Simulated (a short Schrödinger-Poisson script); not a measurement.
Stack: MOS inversion layer, HfO2 on p-type Si(100), at 300 K.

From the gate side: 13.1 nm HfO2; 770 nm Si, acceptors 3.1e17 cm⁻³.

Constants are typed, rounded textbook-type inputs, not results; the design itself was drawn at random and stands for no fabricated device. HfO2: permittivity 22, conduction-band edge (eV) 1.55, gap (eV) 5.7, electron mass (mₑ) 0.2. Si: permittivity 11.7, conduction-band edge (eV) 0, gap (eV) 1.124, Nv at 300 K (cm⁻³) 3.1e19.

Channel valleys (confinement mass, in-plane density-of-states mass, number): Δ2 0.916, 0.19, 2; Δ4 0.19, 0.417, 4. At the gate the conduction-band edge of layer 1 lies 1.89 eV − eVg above the Fermi level of the channel; the field vanishes at the back. Gaps are held at their typed values at every temperature. Mesh 0.03 nm at interfaces.

Solved with a short Schrödinger-Poisson script written for these runs: 1D Poisson equation in equilibrium, electrons quantum, Hartree (BenDaniel-Duke, 12 states a valley, the channel's in-plane mass for all, wave functions ending at the dielectric), parabolic valleys, classical holes, full ionisation, no traps, pinning or gate leakage.

| Vg (V) | electrons (cm⁻²) | C (μF/cm²) | Δ2 E0 (meV from the Fermi level) | Δ4 E0 (meV from the Fermi level) |
|---|---|---|---|---|
| 0.4 | 1.98e9 | 0.166 | 212.6 | 262.9 |
| 0.5 | 4.58e10 | 0.329 | 130.4 | 182.7 |
| 0.6 | 3.47e11 | 0.792 | 76.4 | 131.7 |
| 0.7 | 8.97e11 | 1.01 | 49.6 | 108.7 |
| 0.8 | 1.55e12 | 1.10 | 33.2 | 96.0 |
| 0.9 | 2.24e12 | 1.14 | 21.2 | 87.8 |
| 1 | 2.96e12 | 1.17 | 11.6 | 81.7 |
| 1.1 | 3.70e12 | 1.20 | 3.4 | 77.0 |
| 1.2 | 4.45e12 | 1.21 | -3.8 | 73.1 |
| 1.3 | 5.21e12 | 1.23 | -10.4 | 69.8 |
| 1.4 | 5.98e12 | 1.24 | -16.4 | 66.9 |
| 1.5 | 6.75e12 | 1.24 | -22.1 | 64.3 |
| 1.6 | 7.53e12 | 1.25 | -27.4 | 61.9 |
| 1.7 | 8.31e12 | 1.26 | -32.5 | 59.7 |
| 1.8 | 9.10e12 | 1.26 | -37.5 | 57.7 |
| 1.9 | 9.89e12 | 1.27 | -42.3 | 55.8 |
| 2 | 1.07e13 | 1.27 | -46.9 | 54.0 |

Gate voltages with under 1e9 electrons/cm² are left out.

Task: At Vg = 2 V the lowest Δ2 subband lies at -46.9 meV from the Fermi level. How many electrons does it hold, and what share of all?

Result: The two-dimensional density of states is g m/(πħ²) = 1.59e11 cm⁻² meV⁻¹ (both spins), kT = 25.9 meV, so n = D kT ln(1 + exp(−E/kT)) = 8.06e12 cm⁻², 0.75 of the 1.07e13 cm⁻² in all.

Task: Compare the slope of the sheet density between 1.8 and 2 V with the geometric capacitance of the layers between gate and channel.

Result: q Δn/ΔV = 1.28 μF/cm²; ε0/Σ(t/ε) = 1.49 μF/cm². The ratio is 0.86: the channel acts as a further capacitance in series.
